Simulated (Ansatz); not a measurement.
Start from HgTe in the zinc blende structure (space group F-43m, No. 216; a = 6.5098 Å).

Method: DFT with PBEsol, PAW potentials and a 420 eV plane-wave cutoff in Ansatz (an electronic-structure program), spin-orbit coupling left out.

Base values:

Lattice parameter a: 6.510 Å

The change: Pt takes the place of Te on all its sites; the structure is relaxed again.

Question: What happens to the lattice parameter a?

Answer: The lattice parameter a falls by 0.476 Å, from 6.510 Å to 6.034 Å.

No phonon test of stability was made. As relaxed here, HgPt is a hypothetical phase, not in the database extracts checked. All final runs are without spin polarisation.
